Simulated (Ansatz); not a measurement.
**Surface dipole against coverage: Li on fcc Cu (111)**

One Li atom in each cell of a four-layer slab of fcc Cu (111), started at a threefold hollow (fcc) site; the adatom and the upper two layers relax, with a dipole correction. Δφ is the change of the top face's work function against the clean slab's 4.77 eV. By the Helmholtz relation an adatom's dipole is μ = |Δφ|/(0.377 eV × n) in debye, for n adatoms per nm². In Topping's model neighbouring dipoles depolarise each other, so that 1/μ = (1 + 9α·n^(3/2))/μ0 is a line in x = n^(3/2). These are PBE (plane waves to 420 eV, PAW; Ansatz, a program for electronic structure) values and carry that method's errors. All cells sample the k points of the 1×1 cell's 12×12×1 mesh, with Fermi-Dirac smearing of 0.1 eV (energies taken to zero smearing), without spin polarisation or spin-orbit coupling.

| cell | x (nm⁻³) | 1/μ (1/D) | n (nm⁻²) | Δφ (eV) |
|---|---|---|---|---|
| 4×3 | 1.76 | 0.385 | 1.46 | -1.43 |
| 3×3 | 2.72 | 0.406 | 1.95 | -1.81 |
| 4×2 | 3.24 | 0.434 | 2.19 | -1.90 |
| 3×2 | 4.99 | 0.472 | 2.92 | -2.33 |
| 2×2 | 9.17 | ? | 4.38 | ? |

Fit 1/μ of the 4 rows that show it with a straight line. With u = x - 3.2, the rows have u = -1.4400, -0.4800, 0.0400, 1.7900. Means: u -0.022500, 1/μ 0.4243. About the means, the sum of products is 0.15114 and the sum of squares of u is 5.5077; the slope is their ratio. Least squares gives 1/μ = 0.4249 + 0.02744·u. Residuals (row less fit): -0.0004, -0.0057, 0.0080, -0.0020; standard error 0.0071 (degrees of freedom: 2). At x = 0 the line gives 1/μ0 = 0.337, so a lone adatom carries about 3.0 D, its positive end outward; slope over intercept is 9α, which puts α at roughly 9.0 Å³, a figure that hangs on Δφ's last digit.

**Question.** Estimate the missing 1/μ (x = 9.17); what did the run itself give?

**Answer.** u = 5.9700, so 1/μ = 0.4249 + 0.02744 × 5.9700 = 0.5887 1/D. The calculation gives 0.609 1/D, 0.0203 1/D above the prediction (9.1 % of the range of 1/μ in the table). The row lies outside the fitted rows, so this is an extrapolation.

The model takes a square or triangular net of point dipoles; the 4×2, 3×2 and 4×3 nets are stretched, and dense layers bond among themselves. Chains in 3×1 and 2×1 cells were run too and aren't shown. Only series are tabulated where Δφ keeps its sign and exceeds 0.12 eV, and the fitted rows scatter about the line by under a tenth of the table's range (standard error).

As a change of work function, the prediction is 0.377 × 4.38/0.589 = 2.80 eV in size, against 2.71 eV from the run.

Each row is one calculation, so residuals can be the form's limits or numerical noise.
